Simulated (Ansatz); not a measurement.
# Defect calculation: Os on the Al site (Os_Al) in fcc Al

Level of theory: PBE, PAW (plane waves to 420 eV; Ansatz, a first-principles code). Details: 108-site cell; 4×4×4 shifted k-points; start: the Al site; not converged in cell size; the relaxation kept the symmetry of the starting site.

Neighbours after relaxation, in Å: of the Os atom: Al 2.77, Al 2.77, Al 2.77, Al 2.77, Al 2.77, Al 2.77, Al 2.77, Al 2.77 (the shell may go on).

Formation energies E_f are those of the neutral cell. Chemical conditions: host crystal and elements as references (Δμ(Al) = 0.00 eV, Δμ(Os) = 0.00 eV; Os taken from its element, since no compound that bounds it was computed at this level; only phases computed here count, gases as isolated molecules at 0 K). Reference phases: Al: fcc Al, Os: hcp Os.

```tsv
charge	moment (μB)	point group	largest move off a lattice site (Å)	E_f, host crystal and elements as references (eV)
0	not spin-polarised	Oh	0.09	-1.25
```

Point groups are those of the whole cell at tolerances of 0.03 and 0.1 Å ("near" where only the looser one holds); none is given for unsettled states.

All states together cost roughly 7 core-minutes.
